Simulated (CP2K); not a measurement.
Band structure of CuI₂ (P4/mmm, 3 atoms in the cell).

```yaml
crystal:
  lattice:
    - [5.07453, 0.00000, 0.00000]
    - [0.00000, 5.07453, 0.00000]
    - [0.00000, 0.00000, 4.43420]
  atoms:
    - { symbol: Cu, position: [0.00000, 0.00000, 0.00000] }
    - { symbol: I, position: [0.00000, 0.50000, 0.00000] }
    - { symbol: I, position: [0.50000, 0.00000, 0.00000] }
```

Level of theory: PBEsol, GPW, DZVP-MOLOPT-SR-GTH basis, GTH-PBE potentials (GTH_POTENTIALS) (CP2K).

Settings: CUTOFF = 600 Ry; REL_CUTOFF = 50 Ry; SMEAR/METHOD = GAUSSIAN; SIGMA = 0.272 eV; KPOINTS/SCHEME = MONKHORST-PACK 7 7 8; GAMMA_CENTERED = T; XC_FUNCTIONAL = PBE:PBESOL; Cu/BASIS_SET = DZVP-MOLOPT-SR-GTH-q11; Cu/POTENTIAL = GTH-PBE-q11; I/BASIS_SET = DZVP-MOLOPT-SR-GTH-q7; I/POTENTIAL = GTH-PBE-q7; METHOD = GPW; EPS_DEFAULT = 1e-11; EXTRAPOLATION = USE_GUESS.

The starting cell comes from a database of computed structures (which also holds hypothetical and non-ambient phases and stackings), without a prior relaxation at this level. Its lattice was rescaled by a random factor within 2.5 % of one. Spin-orbit coupling is off. Spin polarisation is off; with an odd number of electrons in the cell that forces a metal, and a magnetic state may lie lower. Values carry the incompleteness of an atom-centred basis. The potentials were made for another functional than the one used.

Levels in eV from the Fermi level, bands 10 to 15:
```csv
point,10,11,12,13,14,15
Γ,-1.86,-0.51,-0.51,-0.35,0.80,5.80
X,-1.64,-1.20,-1.08,-0.47,5.11,6.66
M,-0.42,-0.42,0.65,1.69,4.87,5.99
Z,-2.01,-1.27,-0.41,-0.41,1.41,5.96
R,-1.78,-1.40,-1.22,-0.98,4.12,6.12
A,-1.16,-1.16,0.73,1.75,2.19,6.30
```

Bands cross the Fermi level along this path, so the cell is metallic at this level.

Higher empty bands are left out: an atom-centred basis made for the valence describes them poorly.
